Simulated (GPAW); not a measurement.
## Parameter sweep on GeRh (P2_13, 8 atoms in the cell)

```cif
data_Ge4Rh4
_chemical_formula_sum 'Ge4 Rh4'
_space_group_name_H-M_alt 'P213'
_space_group_IT_number 198
_space_group_name_Hall 'P 2ac 2ab 3'
_cell_length_a 4.90839
_cell_length_b 4.90839
_cell_length_c 4.90839
_cell_angle_alpha 90.000
_cell_angle_beta 90.000
_cell_angle_gamma 90.000
loop_
_atom_site_label
_atom_site_type_symbol
_atom_site_symmetry_multiplicity
_atom_site_Wyckoff_symbol
_atom_site_fract_x
_atom_site_fract_y
_atom_site_fract_z
_atom_site_occupancy
Ge1 Ge 4 a 0.83372 0.83372 0.83372 1
Rh1 Rh 4 a 0.11779 0.11779 0.11779 1
```

Base run A: PBEsol, GPAW PAW datasets PBEsol (made by gpaw-setup) (GPAW), self-consistent single point.

Its settings: mode = pw; ecut = 550 eV; xc = PBEsol; kpts = 5 5 5; mesh shift (steps) = 0 0 0; occupations.name = methfessel-paxton; occupations.width = 0.272 eV; occupations.order = 1; nbands = -12; symmetry.symmorphic = false; symmetry.tolerance = 0.0005; maxiter = 150.

The starting cell comes from a database of computed structures (which also holds hypothetical and non-ambient phases and stackings), without a prior relaxation at this level. Spin polarisation is off.

ΔF is the free energy per atom less that of run A. 

```tsv
run	kpts, occupations.width	ΔF (meV/atom)	pressure (GPa)	largest force (eV/Å)	TS (meV/atom)	k-points
A	5 5 5, 0.272 eV	0.00	-1.90	0.072	-2.8	11
B	3 3 3, 0.03 eV	-14.2	-1.68	0.143	0.1	4
C	3 3 3, 0.1 eV	-14.3	-1.70	0.145	0.1	4
D	3 3 3, 0.3 eV	-13.3	-1.76	0.144	-3.6	4
E	4 4 4, 0.03 eV	-4.5	-1.94	0.076	0.1	11
F	4 4 4, 0.1 eV	-4.8	-1.89	0.073	0.5	11
G	4 4 4, 0.3 eV	-3.8	-1.96	0.071	-4.9	11
H	5 5 5, 0.03 eV	-0.71	-1.88	0.075	0.0	11
I	5 5 5, 0.1 eV	-0.73	-1.89	0.073	0.1	11
J	5 5 5, 0.3 eV	0.31	-1.92	0.068	-3.6	11
K	6 6 6, 0.03 eV	-1.24	-1.90	0.075	0.0	24
L	6 6 6, 0.1 eV	-1.25	-1.89	0.068	-0.2	24
M	6 6 6, 0.3 eV	0.62	-1.96	0.064	-4.9	24
```

Run E against A: The free energy falls by 4.5 meV/atom, the pressure moves little (-1.90 to -1.94 GPa) and the largest force goes from 0.072 to 0.076 eV/Å.

Run G against A: The free energy drops by 3.8 meV/atom, the pressure hardly changes (-1.90 to -1.96 GPa) and the largest force hardly changes (0.072 to 0.071 eV/Å).

Run F against A: The free energy drops by 4.8 meV/atom, the pressure hardly changes (-1.90 to -1.89 GPa) and the largest force moves little (0.072 to 0.073 eV/Å).
